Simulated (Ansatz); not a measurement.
Input:

```yaml
crystal:
  lattice:
    - [3.91270, 0.00000, 0.00000]
    - [0.00000, 5.53339, 0.00000]
    - [0.00000, 2.76670, 2.76670]
  atoms:
    - { symbol: Sr, position: [0.00000, 0.00000, 0.00000] }
    - { symbol: Ti, position: [0.50000, 0.50000, 0.00000] }
    - { symbol: O, position: [0.50000, 0.50000, 0.50000] }
    - { symbol: O, position: [0.50000, 0.00000, 0.50000] }
    - { symbol: O, position: [0.00000, 0.50000, 0.00000] }
```

Space group of this cell: Pm-3m, cubic perovskite. The cell is taken as given; by r2SCAN its mean pressure is -0.8 GPa.

Level of theory: r2SCAN (plane waves, PAW; Ansatz, a quantum-chemistry and plane-wave program).

The current runs along the normal of the first two printed vectors; no spin-orbit coupling. Scaled by the factor s: the length along the current (ions clamped). The meshes follow the cell: 8×12×12 and 8×6 across at s = 0.97, 12×12×12 and 8×6 across at s = 1.00, 8×10×10 and 8×6 across at s = 1.03.

```tsv
s	mean pressure (GPa)	band gap (eV)
0.97	5.3	?
1.00	-0.8	2.25
1.03	-5.9	2.11
```

Task: Take the slope of the band gap against ln s from the two given rows, extrapolate to s = 0.97, and say what the run there gives.

Result: Slope = (2.11 − 2.25) / ln 1.03 = -4.74 eV. The line gives 2.25 + (-4.74) × ln 0.97 = 2.39 eV. The run gives 2.22 eV, 0.17 eV under the line, 121 % of the predicted step.
